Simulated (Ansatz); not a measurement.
1T (CdI2-type) MgI₂ was calculated with LDA (Ansatz, a quantum-chemistry and plane-wave program, plane waves, PAW).

Settings: plane-wave cutoff 500 eV, 12×12×6 k mesh (along the axes of the cell as run), gaussian smearing 0.02 eV, scalar-relativistic PAW data made under PBE.

Computed at the level's own relaxed cell.

What does this level give for the equilibrium volume per atom, equilibrium lattice constant a and c axis length?


- equilibrium volume per atom = 32.08 Å³/atom
- equilibrium lattice constant a = 4.076 Å
- c axis length = 6.690 Å

Measured, for comparison: lattice constant a 4.14 Å, lattice parameter c 6.88 Å (temperature not stated, copied from a table, unchecked, no zero-point or thermal correction; as tabulated in Crystal Structures 1, 239 (1963)). Computed (rounded) less measured: lattice constant a not scored (unchecked), lattice parameter c not scored (unchecked). A static lattice is as a rule a little smaller and stiffer than an uncorrected measurement, which narrows the difference in the lattice constant a and would widen misses of the other sign.

Spin–orbit coupling is not included.

The computed numbers hold no vibrational or temperature effects.
